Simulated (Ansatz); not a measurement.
CO on the 1x1 (111) surface of fcc Pt, one in a 1x1 cell, energies for each (6.8 Å²). Energies are against CO(g), without zero-point or thermal terms; each row is named by its start.

Calculation: PBE (plane waves to 420 eV, PAW; Ansatz, a quantum-chemistry and plane-wave program).

Which site binds most strongly?
A) hollow Pt-Pt-Pt over Pt at depth 4.6 Å
B) hollow Pt-Pt-Pt over Pt at depth 2.3 Å
C) top Pt

C, top Pt. Adsorption energies: top Pt -0.90 eV; hollow Pt-Pt-Pt over Pt at depth 4.6 Å -0.73 eV; hollow Pt-Pt-Pt over Pt at depth 2.3 Å -0.67 eV.
